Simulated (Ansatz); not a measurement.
AlP (F-43m), Ansatz (a quantum-chemistry and plane-wave program) with PBEsol with spin-orbit coupling, rigid bands: N_v = 5.59e19 cm⁻³ at 300 K and a hole conductivity mass of 0.685 mₑ.

Task: For 1e17 holes per cm³ at 300 K, place the Fermi level, estimate the Seebeck coefficient of a parabolic band with constant τ, and give mobility and conductivity for τ = 10 fs.

Result: The level lies k_BT ln(N_v/p) = 0.164 eV above the valence-band maximum. S ≈ +(k_B/e)[ln(N_v/p) + 5/2] = 761 μV/K, against 794 μV/K from the full bands (mean over directions). μ = eτ/m = 25.7 cm²/(V·s) and σ = peμ = 0.411 S/cm. τ is assumed, not computed.

Band transport and this doping are assumed; polarons and phonon drag are left out.
